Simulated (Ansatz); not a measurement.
# Hypothetical NiAs type TlCl, response to strain

The reference is TlCl in the NiAs type structure (space group P6_3/mmc, No. 194; a = 4.5014 Å, c = 7.9195 Å; a hypothetical phase, not in the database extracts checked). Axes: x lies along a and z along c of the hexagonal cell.

Strains are applied to the cell and any free atomic positions relax; under biaxial strain the out-of-plane vector relaxes too.

Calculations: Ansatz (a first-principles code), PBE, PAW, cutoff 420 eV, no spin-orbit coupling.

Candidates:
(a) strain tensor (xx, yy, zz, yz, xz, xy) = (+0.03, +1.13, +0.48, +2.06, −1.00, −0.90) %
(b) biaxial strain −2.65 %, plane normal [001], relaxed out of plane
(c) biaxial strain +1.56 %, plane normal [001], relaxed out of plane

For the base:

The band gap is 2.20 eV.

Question: Order them by band gap, highest first.

Answer: (b) biaxial strain −2.65 %, plane normal [001], relaxed out of plane (2.29 eV), (a) strain tensor (xx, yy, zz, yz, xz, xy) = (+0.03, +1.13, +0.48, +2.06, −1.00, −0.90) % (2.25 eV), (c) biaxial strain +1.56 %, plane normal [001], relaxed out of plane (2.14 eV)

Spin-orbit coupling, missing from the scalar runs, can matter with Tl. No phonon test of stability was made.
